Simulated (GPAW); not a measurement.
Input and output of a self-consistent single point for HfB2 (P6/mmm, 3 atoms in the cell) (GPAW).

Computed with PBE, GPAW PAW datasets PBE (gpaw-data 1.0.1) (plane waves; GPAW).

The change in words: lattice scaled by 0.98. Reference geometry:
```xyz
3
Lattice="3.1327 0.0000 0.0000 -1.5663 2.7130 0.0000 0.0000 0.0000 3.4792" Properties=species:S:1:pos:R:3 pbc="T T T"
Hf     0.0000     0.0000     0.0000
B      0.0000     1.8087     1.7396
B      1.5663     0.9043     1.7396
```

Reference input (self-consistent single point, DFT PBE, plane waves, GPAW PAW datasets PBE (gpaw-data 1.0.1)): mode = pw; ecut = 900 eV; xc = PBE; kpts = 8 8 7; mesh shift (steps) = 0 0 0; occupations.name = fermi-dirac; occupations.width = 0.05 eV; nbands = -9; convergence.density = 1e-05 e/electron; convergence.energy = 1e-05 eV/electron; symmetry.symmorphic = false; symmetry.tolerance = 0.0005. This run's input differs from it in these lines:

```diff
@@ -5,8 +5,8 @@
 atoms = Atoms(['Hf', 'B', 'B'],
-              cell=[[3.132680, 0.000000, 0.000000],
-                    [-1.566340, 2.712980, 0.000000],
-                    [0.000000, 0.000000, 3.479210]],
+              cell=[[3.070026, 0.000000, 0.000000],
+                    [-1.535013, 2.658720, 0.000000],
+                    [0.000000, 0.000000, 3.409626]],
               positions=[[0.000000, 0.000000, 0.000000],
-                         [-0.000002, 1.808654, 1.739605],
-                         [1.566342, 0.904326, 1.739605]],
+                         [-0.000002, 1.772481, 1.704813],
+                         [1.535015, 0.886239, 1.704813]],
               pbc=True)
```

Output (repeated stretches shortened):

```
     iter     time        total  log10-change:
                         energy   eigst   dens
iter:   1 --:--:--   -25.079121
iter:   2 --:--:--   -24.786046   -1.50  -1.01
iter:   3 --:--:--   -23.805586   -1.20  -1.06
iter:   4 --:--:--   -23.788804   -3.08  -1.63
iter:   5 --:--:--   -23.822225   -2.51  -1.63
iter:   6 --:--:--   -23.819316   -4.14  -2.33
iter:   7 --:--:--   -23.820722   -3.72  -2.40
iter:   8 --:--:--   -23.820594   -5.06  -3.05
iter:   9 --:--:--   -23.820609c  -5.85  -3.51
iter:  10 --:--:--   -23.820596c  -6.18  -3.49
iter:  11 --:--:--   -23.820596c  -8.00c -4.56
iter:  12 --:--:--   -23.820596c  -8.68c -4.58
iter:  13 --:--:--   -23.820596c  -8.52c -4.69
iter:  14 --:--:--   -23.820596c  -9.70c -4.79
iter:  15 --:--:--   -23.820596c  -8.49c -4.82
iter:  16 --:--:--   -23.820596c  -9.44c -5.00c
Converged after 16 iterations.

Dipole moment: (0.000000, -0.000000, 0.000000) |e|*Ang

Energy contributions relative to reference atoms: (reference = -411225.094410)

Kinetic:        +40.970415
Potential:      -35.585282
External:        +0.000000
XC:             -28.784565
Entropy (-ST):   -0.002132
Local:           -0.420098
SIC:             +0.000000
--------------------------
Free energy:    -23.821662
Extrapolated:   -23.820596

Showing only first 2 kpts
 Kpt  Band  Eigenvalues  Occupancy
  0     7     10.50125    2.00000
  0     8     10.75371    2.00000
  0     9     17.87848    0.00000
  0    10     17.87850    0.00000

  1     7     10.71612    2.00000
  1     8     12.33444    2.00000
  1     9     16.18304    0.00000
  1    10     16.18309    0.00000

Fermi level: 13.72324

No gap
No difference between direct/indirect transitions
Energy (eV): -23.820596

Forces in eV/Ang:
  0 Hf   -0.00000    0.00000    0.00000
  1 B     0.00000    0.00000    0.00000
  2 B    -0.00000   -0.00000    0.00000

Stress tensor:
    -0.140787    -0.000000     0.000000
    -0.000000    -0.140787     0.000000
     0.000000     0.000000    -0.123781
Stress (GPa, Voigt): [-22.5565 -22.5565 -19.832    0.       0.      -0.    ]
```

The run converged in 16 iterations. GPAW prints stress with tension positive. Against the reference run the free energy goes up by 44.4 meV/atom.

At such cutoffs GPAW's stress carries a finite-basis (Pulay) error, which enters relaxed cells too; its log prints stress with tension positive.

The starting cell comes from a database of computed structures (which also holds hypothetical and non-ambient phases and stackings), without a prior relaxation at this level. For this run, on top of that: lattice scaled by 0.98.
